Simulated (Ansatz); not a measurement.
The starting structures come from a database of crystals and need not be the phases stable at ambient conditions.

 Where the default PAW files enter, the runs use the earlier of Ansatz's two default sets.

By PBEsol, the system below comes out a metal.

Without scattering a metal conducts by its projected Fermi surface.

Consider the following.

```
CELL_PARAMETERS angstrom
      5.29295     0.00000     0.00000
      0.00000     6.58055     0.00000
      2.64648    -3.29027     3.29027
ATOMIC_POSITIONS crystal
  Hf 0.84424 0.50000 0.31152
  Hf 0.15576 0.50000 0.68848
  Hf 0.34424 0.81152 0.31152
  Hf 0.65576 0.18848 0.68848
  Ge 0.75000 0.00000 0.00000
  Ge 0.25000 0.00000 0.00000
```

Space group of this cell: I4/mcm. The cell is taken as given; by PBEsol its mean pressure is -2.3 GPa.

The current flows along the normal of the first two printed cell vectors, the (100) plane of the conventional cell. No spin-orbit coupling; the value is a mean over 0.1 eV about the Fermi level.

Predict the ballistic conductance per area from PBEsol run with Ansatz (an electronic-structure program).

0.28 × 10¹⁵ S/m² for both spins.
